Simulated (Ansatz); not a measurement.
**CaO: energy against volume**

CaO (rock salt, Fm-3m, 13.542 Å³/atom and stress up to 0.01 GPa in the relaxed cell, cube axes along x, y and z) under an equal strain ε along all three axes. PBEsol in Ansatz, a plane-wave DFT program (PAW, default set), 420 eV, 12×12×12 Γ-centred mesh, Fermi-Dirac smearing 0.05 eV; ions are relaxed, or left where forces stay under 0.02 eV/Å, within the symmetry of each cell.

Here V stands for volume and E for E less E0.

```csv
volume (Å³/atom),E less E0 (meV/atom),pressure (GPa)
12.7454,18.80,7.99
12.9415,10.40,5.78
13.1396,4.53,3.72
13.3397,1.09,1.79
13.5418,0.00,0.00
13.7459,1.07,-1.68
13.9521,4.24,-3.23
14.1603,9.41,-4.68
14.3706,16.45,-6.03
14.7975,?,?
```

Task: Using the third-order Birch-Murnaghan form, a cubic in V^(-2/3), estimate the missing E at V = 14.7975 from the other rows, showing the fit.

Result: With u = V^(-2/3) - 0.176, the rows have u = 0.007273, 0.005417, 0.003589, 0.001788, 0.000015, -0.001732, -0.003453, -0.005149, -0.006820. Least squares gives E = -0.011 - 12.01·u + 354694·u² + 365699·u³. Residuals (row less fit): -0.004, 0.010, -0.002, -0.014, 0.011, -0.002, -0.005, 0.005, -0.003; standard error 0.010 (degrees of freedom: 5). Its minimum lies at u = 0.000017, so V0 = (0.176017)^(-3/2) = 13.54. There d²E/du² = 709400 and d³E/du³ = 2194000, so B0 = (4/9) × 13.54^(-7/3) × 709400 × 0.160218 = 116 GPa (the last factor turns the table's units into GPa), and B0' = 4 + (2/3) × 0.176017 × (2194000)/709400 = 4.4. B0' rests on the cubic coefficient alone and has a standard error of 0.1 from these residuals. At the withheld row, u = -0.010089, so E = -0.011 - 12.01 × (-0.010089) + 354694 × (-0.010089)² + 365699 × (-0.010089)³ = 35.838 meV/atom. The calculation gives 35.79 meV/atom, 0.048 meV/atom below the prediction (0.1 % of the range of E in the table). The row lies outside the fitted rows, so this is an extrapolation. From the scatter of the fitted rows alone, a prediction at this place has a standard error of 0.040 meV/atom, so the miss is 1.2 times that.

Other structures, which can take over under pressure, weren't tried. The same form fitted to the pressure column gives B0' = 4.4; series where the two differ by over 0.4 aren't shown. Rows are the converged runs of the series near zero and its far end, less any whose ions stayed unrelaxed beside relaxed ones; series whose fitted rows scatter by over a few per cent of the range, as at a crossing or softening among them, aren't shown in this form.
